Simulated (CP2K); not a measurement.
Band structure of CdPd3 (I4/mmm, 4 atoms in the cell).

```
CdPd3
1.0
    4.76571     0.00000     0.00000
    1.55715     4.50414     0.00000
   -3.16143    -2.25207     2.76506
Cd Pd
1 3
Direct
  0.00000   0.00000   0.00000
  0.75000   0.25000   0.50000
  0.25000   0.75000   0.50000
  0.50000   0.50000   0.00000
```

Computed with PBEsol, GPW, DZVP-MOLOPT-SR-GTH basis, GTH-PBE potentials (GTH_POTENTIALS) (CP2K).

Settings: CUTOFF = 500 Ry; REL_CUTOFF = 40 Ry; SMEAR/METHOD = FERMI_DIRAC; ELECTRONIC_TEMPERATURE = 1160.45 K; KPOINTS/SCHEME = MONKHORST-PACK 8 8 8; GAMMA_CENTERED = T; XC_FUNCTIONAL = PBE:PBESOL; Cd/BASIS_SET = DZVP-MOLOPT-SR-GTH; Cd/POTENTIAL = GTH-PBE-q12; Pd/BASIS_SET = DZVP-MOLOPT-SR-GTH; Pd/POTENTIAL = GTH-PBE-q18; METHOD = GPW; EPS_DEFAULT = 1e-10; EXTRAPOLATION = USE_GUESS.

The starting cell comes from a database of computed structures (which also holds hypothetical and non-ambient phases and stackings), without a prior relaxation at this level. Its lattice was rescaled by a random factor within 2.5 % of one. Spin polarisation is off. Values carry the incompleteness of an atom-centred basis. The potentials were made for another functional than the one used.

Levels in eV from the Fermi level, bands 30 to 35:
```csv
point,30,31,32,33,34,35
Γ,-0.55,-0.53,-0.53,0.28,2.25,7.42
X,-0.92,-0.46,-0.43,-0.22,0.14,0.44
Y,-1.41,-0.63,-0.52,-0.33,0.09,0.66
S,-1.43,-1.29,-1.20,-0.27,0.37,0.46
Z,-0.69,-0.23,-0.23,-0.22,0.28,2.07
S1,-1.43,-1.29,-1.20,-0.27,0.37,0.46
N,-1.54,-1.49,-1.29,-0.39,0.09,3.73
P,-1.28,-1.21,-0.54,0.16,0.51,1.40
Y1,-1.41,-0.63,-0.52,-0.33,0.09,0.66
```

Bands cross the Fermi level along this path, so the cell is metallic at this level.

Higher empty bands are left out: an atom-centred basis made for the valence describes them poorly.
